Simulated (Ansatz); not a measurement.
An Ansatz (a first-principles code) input (r2SCAN in Ansatz (plane waves to 500 eV, PAW, no spin-orbit coupling)):

Ansatz 0.2 input:
```yaml
crystal:
  lattice:
    - [0, 2.163904669, 2.1173807186]
    - [2.163904669, 0, 2.1173807186]
    - [2.163904669, 2.163904669, 0]
  atoms:
    - { symbol: C, position: [0, 0, 0] }
    - { symbol: Ti, position: [0.5, 0.5, 0.5] }
basis: { ecutwfc: 500, ecutrho_ratio: 4, xc_grid: 4, fft_grid_basis: typed }
kpoints: { mp_grid: { grid: [18, 18, 18] } }
hamiltonian:
  xc: r2scan
  dispersion: none
  pseudopotentials: { kind: paw }
scf: { occupations: { method: fermi_dirac, width: 0.05 }, convergence: { dr2_threshold: 0.0000000002 } }
relax: { f_tol: 0.005, max_steps: 50 }
output: { forces: true, stress: true }
checkpoint: { write: state.ck, write_every: 1000 }
```

Which symmetry and how many k-points will the program report, and about how many plane waves at Γ?

Space group I4/mmm (ITA 139) with 16 operations, k-points 480 of 5832, and 531 plane waves at Γ.

And the final pressure?

6.20 GPa (compression positive).

The cells carry an imposed strain or load. No phonon test of stability was made. The final runs are not spin-polarised. The cell was made from TiC in the rock salt structure (space group Fm-3m, No. 225) by this change: uniaxial strain ε_zz = −2.15 %.
